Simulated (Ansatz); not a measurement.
# Ni interstitial (germanium host)

Computed with PBE, PAW (plane waves to 420 eV; Ansatz, an electronic-structure program). Details: 64-site cell; 2×2×2 shifted k-points; start: void with 4Ge nearest; no Hubbard U; the functional closes the host's gap; not converged in cell size; relaxed from one start, so a lower configuration may exist.

Neighbours after relaxation, in Å: of the Ni atom: Ge 2.44, Ge 2.44, Ge 2.44, Ge 2.44, Ge 2.44, Ge 2.44.

Formation energies E_f are those of the neutral cell. Chemical conditions: impurity bounded by its compound with the host (Δμ(Ni) = -0.61 eV, bounded by NiGe (Pnma); only phases computed here count, gases as isolated molecules at 0 K). Reference phases: Ni: fcc Ni, ferromagnetic.

The name describes the start; the neighbours show where the atoms ended.

```tsv
charge	moment (μB)	point group	largest move off a lattice site (Å)	E_f, impurity bounded by its compound with the host (eV)
0	not spin-polarised	D3d	0.06	1.83
```

Point groups are those of the whole cell at tolerances of 0.03 and 0.1 Å ("near" where only the looser one holds); none is given for unsettled states.
